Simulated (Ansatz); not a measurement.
Response to strain in hypothetical I4/mmm Ge

Start from Ge (space group I4/mmm, No. 139; a = 7.0514 Å, c = 4.0729 Å; a hypothetical phase, not in the database extracts checked). Axes: x, y, z lie along a, b, c of the conventional cell.

Strains are applied to the cell and any free atomic positions relax; under biaxial strain the out-of-plane vector relaxes too.

Level of theory: plane-wave PAW DFT at the PBE level (Ansatz, a first-principles code, 420 eV), without spin-orbit coupling.

Notes on the quantities. energy relative to the base: free energy F; pressure: mean of the normal stresses, compression positive.

```tsv
case	energy relative to the base	pressure	shortest interatomic distance
base	0 meV/atom	0.0 GPa	2.486 Å
biaxial strain −2.60 %, plane normal [001], relaxed out of plane	+12 meV/atom	1.9 GPa	2.469 Å
biaxial strain −0.14 %, plane normal [001], relaxed out of plane	0.0 meV/atom	0.1 GPa	2.485 Å
biaxial strain +0.26 %, plane normal [001], relaxed out of plane	+0.1 meV/atom	-0.2 GPa	2.489 Å
biaxial strain +1.76 %, plane normal [001], relaxed out of plane	+5.5 meV/atom	-1.3 GPa	2.503 Å
biaxial strain +3.74 %, plane normal [001], relaxed out of plane	+24 meV/atom	-2.6 GPa	2.523 Å
isotropic strain −4.80 %	+107 meV/atom	11.4 GPa	2.358 Å
isotropic strain +1.41 %	+7.3 meV/atom	-2.1 GPa	2.524 Å
uniaxial strain ε_yy = −3.48 %	+9.3 meV/atom	2.0 GPa	2.461 Å
uniaxial strain ε_yy = −0.33 %	+0.1 meV/atom	0.2 GPa	2.483 Å
```

A biaxial case was relaxed in a doubled cell and then solved in the primitive one. The mesh was chosen for an insulator and is coarse for the gapless case. Without a gap, meshes like the base's 9×9×9 leave anisotropic stresses uncertain by several tenths of a GPa, and small strain energies with them. Stability against distortions was not tested.
